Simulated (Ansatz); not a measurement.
Base system: CaF2 in the fluorite structure (space group Fm-3m, No. 225).

```xyz
3
Lattice="0.0000 2.7102 2.7102 2.7102 0.0000 2.7102 2.7102 2.7102 0.0000" Properties=species:S:1:pos:R:3 pbc="T T T"
Ca     0.0000     0.0000     0.0000
F      1.3551     1.3551     1.3551
F      4.0653     4.0653     4.0653
```

Cartesian axes are those of the cell as printed.

Calculations: PBEsol (Ansatz, an electronic-structure program), scalar-relativistic without spin-orbit coupling, earlier PAW set.

For the base:

The shortest interatomic distance is 234.7 pm.

Modification: the cell is compressed by 1.31 % along y with no lateral relaxation; the atoms relax in the strained cell.

### Question
What happens to the energy relative to the base?

### Answer
The energy rises by 1.2 meV/atom.

### Question
How does this affect the shortest interatomic distance?

### Answer
The shortest interatomic distance shrinks by 1.0 pm (234.7 pm → 233.7 pm).

### Question
Estimate the effect on the stress.

### Answer
The stress (xx, yy, zz, yz, xz, xy; compression positive) amounts to (0.64, 2.23, 0.64, 0.00, 0.00, 0.00) GPa.

Whether these cells are dynamically stable was not tested.
